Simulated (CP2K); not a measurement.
Band structure of Nb₃Sn (Pm-3n, 8 atoms in the cell).

```yaml
crystal:
  lattice:
    - [5.40017, 0.00000, 0.00000]
    - [0.00000, 5.40017, 0.00000]
    - [0.00000, 0.00000, 5.40017]
  atoms:
    - { symbol: Nb, position: [0.25000, 0.00000, 0.50000] }
    - { symbol: Nb, position: [0.75000, 0.00000, 0.50000] }
    - { symbol: Nb, position: [0.50000, 0.75000, 0.00000] }
    - { symbol: Nb, position: [0.50000, 0.25000, 0.00000] }
    - { symbol: Nb, position: [0.00000, 0.50000, 0.75000] }
    - { symbol: Nb, position: [0.00000, 0.50000, 0.25000] }
    - { symbol: Sn, position: [0.00000, 0.00000, 0.00000] }
    - { symbol: Sn, position: [0.50000, 0.50000, 0.50000] }
```

Level of theory: PBE, GPW, DZVP-MOLOPT-SR-GTH basis, GTH-PBE potentials (GTH_POTENTIALS) (CP2K).

Settings: CUTOFF = 500 Ry; REL_CUTOFF = 50 Ry; SMEAR/METHOD = GAUSSIAN; SIGMA = 0.1 eV; KPOINTS/SCHEME = MONKHORST-PACK 5 5 5; XC_FUNCTIONAL = PBE; Nb/BASIS_SET = DZVP-MOLOPT-SR-GTH; Nb/POTENTIAL = GTH-PBE-q13; Sn/BASIS_SET = DZVP-MOLOPT-SR-GTH; Sn/POTENTIAL = GTH-PBE-q4; METHOD = GPW; EPS_DEFAULT = 1e-10; EXTRAPOLATION = USE_GUESS; NGRIDS = 5.

The starting cell comes from a database of computed structures (which also holds hypothetical and non-ambient phases and stackings), without a prior relaxation at this level. Its lattice was rescaled by a random factor within 2.5 % of one. Spin polarisation is off. Values carry the incompleteness of an atom-centred basis.

Levels in eV from the Fermi level, bands 40 to 45:
| point | 40 | 41 | 42 | 43 | 44 | 45 |
|---|---|---|---|---|---|---|
| Γ | -0.52 | -0.52 | -0.52 | -0.05 | -0.05 | 2.15 |
| X | -0.88 | -0.73 | -0.73 | -0.41 | -0.41 | 1.41 |
| M | 0.07 | 0.13 | 0.32 | 0.32 | 0.57 | 0.57 |
| R | 0.07 | 0.07 | 0.07 | 0.12 | 0.12 | 0.12 |

Bands cross the Fermi level along this path, so the cell is metallic at this level.

Higher empty bands are left out: an atom-centred basis made for the valence describes them poorly.
